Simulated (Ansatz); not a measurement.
Band structure of a (001) slab of LaB6 (cut from a parent of space group no. 221; 14 atoms in the cell).

```
CELL_PARAMETERS angstrom
      4.07454     0.00000     0.00000
      0.00000     4.07454     0.00000
      0.00000     0.00000    17.05900
ATOMIC_POSITIONS crystal
  La 0.00000 0.00000 0.41482
  La 0.00000 0.00000 0.65824
  B  0.80012 0.50000 0.29310
  B  0.19988 0.50000 0.29310
  B  0.50000 0.80012 0.29310
  B  0.50000 0.19988 0.29310
  B  0.50000 0.50000 0.36616
  B  0.50000 0.50000 0.46347
  B  0.80012 0.50000 0.53653
  B  0.19988 0.50000 0.53653
  B  0.50000 0.80012 0.53653
  B  0.50000 0.19988 0.53653
  B  0.50000 0.50000 0.60958
  B  0.50000 0.50000 0.70690
```

Computed with LDA (PW92) with spin-orbit coupling, PAW files made with PBE (plane waves; Ansatz, an electronic-structure program).

Settings: basis.ecutwfc = 420 eV; kpoints.mp_grid.grid = 11 11 1; hamiltonian.xc = lda; hamiltonian.pseudopotentials = {kind: paw_fr}; magnetization.noncollinear = true; magnetization.spin_orbit = true; scf.occupations.method = gaussian; scf.occupations.width = 0.136 eV; kpoints.band_path.path = [[0.5, 0.5, 0.0], [0.0, 0.0, 0.0], [0.0, 0.5, 0.0], [0.5, 0.5, 0.0]]; kpoints.band_path.npoints = 10.

The starting cell comes from a database of computed structures (which also holds hypothetical and non-ambient phases and stackings), without a prior relaxation at this level. The slab is cut from that crystal, and its faces are unrelaxed. Its lattice was rescaled in the plane by a random factor within 2.5 % of one. The two faces of this cut differ, and no dipole correction was used.

Levels in eV from the Fermi level, bands 55 to 62:
```tsv
point	55	56	57	58	59	60	61	62
M	-0.06	-0.06	0.06	0.06	0.32	0.32	0.35	0.35
Γ	0.01	0.01	0.02	0.02	0.14	0.14	0.77	0.77
X	-0.74	-0.74	-0.59	-0.59	0.19	0.19	0.47	0.47
```

Bands cross the Fermi level along this path, so the cell is metallic at this level.

The net moment of the cell came out as 0.00 μB.

Keys are those of Ansatz 0.2.
